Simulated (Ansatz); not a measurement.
The starting structures come from a database of crystals and need not be the phases stable at ambient conditions.

Inside the gap of an insulator the Bloch states are evanescent, with a wavenumber k + iκ along the transport direction.

Given:

```
CELL_PARAMETERS angstrom
      5.17526     0.00000     0.00000
      0.00000     5.17526     0.00000
      0.00000     0.00000     5.17526
ATOMIC_POSITIONS crystal
  Sn 0.00000 0.50000 0.50000
  Sn 0.50000 0.50000 0.00000
  Sn 0.50000 0.00000 0.50000
  Sn 0.00000 0.00000 0.00000
  O  0.66110 0.83890 0.83890
  O  0.33890 0.16110 0.16110
  O  0.83890 0.16110 0.33890
  O  0.16110 0.83890 0.66110
  O  0.16110 0.66110 0.16110
  O  0.83890 0.33890 0.83890
  O  0.33890 0.33890 0.66110
  O  0.66110 0.66110 0.33890
```

Space group of this cell: Pa-3. The cell is taken as given; by r2SCAN its mean pressure is -9.0 GPa.

Transport runs along the normal of the first two printed cell vectors, the (001) plane of the conventional cell.

The gap is the functional's own. No spin-orbit coupling. Mid-gap values are interpolated on the energy grid.

Compute, with r2SCAN (Ansatz, a program for electronic structure), the band gap and the smallest decay constant κ at mid-gap.

Gap 1.12 eV on a 6×6×6 mesh; κ = 0.115 1/Å, at the zone centre.
